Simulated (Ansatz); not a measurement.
Start from SnTe in the rock salt structure (space group Fm-3m, No. 225; a = 6.289 Å).

Perturbation: a negative pressure, −2 GPa.

Levels (all Ansatz, an electronic-structure program, PAW): PBEsol (420 eV, no spin-orbit coupling); HSE06+SOC (420 eV, spin-orbit coupling included).

The geometry is relaxed with PBEsol.

| Quantity | Value |
|---|---|
| PBEsol band gap | zero |

Q: What does HSE06+SOC give at this geometry for the band gap?

A: The band gap goes from zero to 0.07 eV.

Single points use the geometry relaxed with PBEsol. HSE06 gaps are upper bounds (no full band path). The spin-orbit shifts are approximate. With Te present, leaving out spin-orbit coupling can change the band edges. Load acts through the strain it causes; cell and atoms are relaxed under it. No phonon test of stability was made. The runs without spin-orbit coupling are not spin-polarised. Gaps under 0.05 eV, about the width of the smearing, are given as zero. A zero or small gap of SnTe can be the functional's error rather than a property of the material.
